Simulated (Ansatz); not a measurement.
**HfN, response to strain**

The parent structure is HfN in the rock salt structure (space group Fm-3m, No. 225; relaxed with 0.1 eV smearing).

```xyz
2
Lattice="0.0000 2.2631 2.2631 2.2631 0.0000 2.2631 2.2631 2.2631 0.0000" Properties=species:S:1:pos:R:3 pbc="T T T"
N      0.0000     0.0000     0.0000
Hf     2.2631     2.2631     2.2631
```

Cartesian axes are those of the cell as printed.

Strains are applied to the cell and any free atomic positions relax; under biaxial strain the out-of-plane vector relaxes too; under stress the whole cell relaxes.

All numbers come from DFT with r2SCAN, PAW potentials and a 500 eV plane-wave cutoff in Ansatz (an electronic-structure program), no spin-orbit coupling, earlier PAW set.

Notes on the quantities. energy relative to the base: free energy F; pressure: mean of the normal stresses, compression positive.

| case | energy relative to the base | volume per atom | pressure |
|---|---|---|---|
| base | 0 meV/atom | 11.59 Å³ | 0.0 GPa |
| biaxial strain −3.57 %, plane normal [001], relaxed out of plane | +72 meV/atom | 10.93 Å³ | 20.4 GPa |
| isotropic strain −5.99 % | +0.401 eV/atom | 9.63 Å³ | 77.0 GPa |
| isotropic strain −3.93 % | +161 meV/atom | 10.28 Å³ | 43.6 GPa |
| isotropic strain +0.33 % | [?] | 11.71 Å³ | -2.7 GPa |
| uniaxial strain ε_xx = +4.07 % | +31 meV/atom | 12.06 Å³ | -9.4 GPa |
| uniaxial strain ε_zz = +2.24 % | [?] | 11.85 Å³ | -5.7 GPa |
| tensor shear ε_xz = −1.37 % | +3.5 meV/atom | 11.59 Å³ | 0.1 GPa |
| tensor shear ε_xz = −0.87 % | +1.4 meV/atom | 11.59 Å³ | 0.0 GPa |
| uniaxial stress, 0.5 GPa tension along x | 0.0 meV/atom | 11.60 Å³ | – |

Question: What belongs in the blanks?

Answer: 
- isotropic strain +0.33 %, energy relative to the base: +1.0 meV/atom
- uniaxial strain ε_zz = +2.24 %, energy relative to the base: +10 meV/atom

Beyond what the load breaks, stability against distortions was not tested. The final runs are not spin-polarised. An odd electron count without spin: HfN.
